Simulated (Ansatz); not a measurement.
## Bulk modulus of TaTe (model structure, Pm-3m, No. 221, 2 atoms in the cell) at several levels of theory

No measured value is used here.

| level (code) | value (GPa) | cell (Å³/atom) |
|---|---|---|
| LDA (Ansatz) | 167 | 18.91 |
| PBE (Ansatz) | 145 | 20.01 |
| PBEsol (Ansatz) | 160 | 19.28 |
| r²SCAN (Ansatz) | (withheld) | 19.76 |

Task: Complete the blanks.

Result: 
- r²SCAN (Ansatz, a first-principles code), value (GPa): 153

Density-functional levels without +SOC have no spin–orbit coupling. LDA, PBE, PBEsol, r²SCAN: the bulk modulus is −V dP/dV from two relaxed cells at ±2 % in volume. Each level is taken at its own relaxed cell. Cutoffs differ between the levels. Ansatz's density-functional and Hartree–Fock values are scalar-relativistic unless marked +SOC, with PAW data made under PBE.

A model structure was made by putting elements into a prototype or built by hand; it is no filed structure, need not be a known phase, and can be a saddle point held by its symmetry.
